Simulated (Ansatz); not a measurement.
A zigzag MoS2 nanoribbon, N = 6, bare edges, stretched and compressed along its axis from its relaxed period of 3.152 Å, atoms relaxed at each length.

These are PBE (plane waves to 420 eV, PAW; Ansatz, a quantum-chemistry and plane-wave program) values and carry that method's errors. Mesh 1×1×20. Collinear spin, started with opposed moments, and moments remain. It repeats along c; a and b span vacuum. An idealised model, cut from the flat sheet. Symmetry and one short period hold its shape; lower forms weren't sought. Values not marked SOC lack spin–orbit coupling. No Hubbard term is applied. Fermi–Dirac width 0.05 eV. The two edges differ, and the field of the images 11 Å away isn't corrected. Buckling under compression is shut out by symmetry and the short period. Energies are free energies at a Fermi–Dirac width of 0.05 eV, from the unstrained cell.

| strain (%) | energy (meV a period) | axial force (nN) |
|---|---|---|
| -3.0 | +193 | -7.00 |
| -1.5 | +44 | -3.20 |
| 0.0 | 0 | +0.03 |
| +1.5 | +43 | +2.81 |
| +3.0 | +160 | +5.06 |
| +6.0 | +564 | +8.38 |

The slope of the force at zero strain is 200 nN.
